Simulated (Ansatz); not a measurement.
# InBi in the zinc blende structure (space group F-43m, No. 216; a cell from a computed database, its experimental status unchecked)

```xyz
2
Lattice="0.0000 3.3796 3.3796 3.3796 0.0000 3.3796 3.3796 3.3796 0.0000" Properties=species:S:1:pos:R:3 pbc="T T T"
In     0.0000     0.0000     0.0000
Bi     5.0694     5.0694     5.0694
```

Calculations: r2SCAN (Ansatz, an electronic-structure program; PAW; 500 eV plane waves; spin-orbit coupling left out), earlier PAW set. Settings: 12×12×12 k-points, 0.05 eV Fermi–Dirac smearing.

```json
{
  "volume_per_atom": "38.60 Å³",
  "density": "6.96 g/cm³",
  "band_gap": "zero",
  "total_energy": "-9012.691 eV/atom (σ→0; compares only within this code and set-up)"
}
```

With Bi present, leaving out spin-orbit coupling can change the band edges. Stability against distortions was not tested.
